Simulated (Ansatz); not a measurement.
Start from VN in the rock salt structure (space group Fm-3m, No. 225; a = 4.118 Å; relaxed with 0.1 eV smearing). Axes: x, y, z lie along the cube axes.

Calculations: Ansatz (a first-principles code), PBE, PAW, cutoff 420 eV, spin-orbit coupling left out, earlier PAW set.

One thing is altered: every lattice vector is shortened by 1.30 %; the atoms relax in the strained cell.

Problem. Predict the stress tensor and what it implies for the stiffness.

Solution. Stress of the strained cell less that of the base (GPa, compression positive):
```
   13.4     0.0     0.0
    0.0    13.4     0.0
    0.0     0.0    13.4
```

Then B = −ΔP/(ΔV/V₀) with ΔV/V₀ = -0.0385 gives secant stiffness values (nonlinear terms included at this strain): B ≈ 347 GPa.

As a check, the harmonic strain energy −½ V₀ Δσ:ε is 14 meV/atom; the computed energy rise is 14 meV/atom.

Stability against distortions was not tested. The final runs are not spin-polarised.
